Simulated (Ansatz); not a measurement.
# VN, pressure series

The parent structure is VN in the rock salt structure (space group Fm-3m, No. 225; a = 4.1168 Å).

Cell and atoms are relaxed at each pressure.

All numbers come from Kohn–Sham DFT with the PBE functional, run in Ansatz (a quantum-chemistry and plane-wave program) with PAW and 420 eV plane waves, no SOC.

```
P (GPa)  V (Å³/atom)
-------  -----------
-1.98          8.778
-0.98          8.749
1.80           8.672
4.20           8.609
9.00           8.489
18.00          8.286
30.00          8.049
45.00          7.794
60.00          7.575
```

Question: Fit a third-order Birch–Murnaghan equation of state.

Answer: Least squares on P(V) = (3B₀/2)[(V₀/V)^(7/3) − (V₀/V)^(5/3)]·[1 + (3/4)(B₀′ − 4)((V₀/V)^(2/3) − 1)] gives V₀ = 8.72 Å³/atom, B₀ = 315 GPa and B₀′ = 4.3.

Load acts through the strain it causes; cell and atoms are relaxed under it. Whether these cells are dynamically stable was not tested. No other phases were tried under pressure. Starting moments died away, wholly or in part, for the base; another magnetic solution may exist. All final runs are without spin polarisation.
